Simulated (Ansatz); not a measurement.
**PbZrO3: pressure series**

The parent structure is PbZrO3 in the cubic perovskite structure (space group Pm-3m, No. 221; a = 4.1413 Å; a cell from a computed database, its experimental status unchecked).

Cell and atoms are relaxed at each pressure.

Level of theory: Ansatz (a quantum-chemistry and plane-wave program), PBEsol, PAW, cutoff 420 eV, scalar-relativistic without spin-orbit coupling.

Notes on the quantities. enthalpy: H = E + PV relative to the base's energy.

| case | enthalpy | density |
|---|---|---|
| base | – | 8.10 g/cm³ |
| pressure −2 GPa | -0.18 eV/atom | 8.00 g/cm³ |
| pressure −1 GPa | -0.09 eV/atom | 8.05 g/cm³ |
| pressure 0.3 GPa | +0.03 eV/atom | 8.11 g/cm³ |
| pressure 0.7 GPa | +0.06 eV/atom | 8.13 g/cm³ |
| pressure 1.5 GPa | +0.13 eV/atom | 8.17 g/cm³ |
| pressure 3 GPa | +0.26 eV/atom | 8.24 g/cm³ |
| pressure 5 GPa | +0.44 eV/atom | 8.33 g/cm³ |
| pressure 7.5 GPa | +0.65 eV/atom | 8.43 g/cm³ |
| pressure 10 GPa | +0.86 eV/atom | 8.54 g/cm³ |

Load acts through the strain it causes; cell and atoms are relaxed under it. Stability against distortions was not tested. No other phases were tried under pressure. Many cubic perovskites are stable only at high temperature; tilts and polar distortions were not tested.
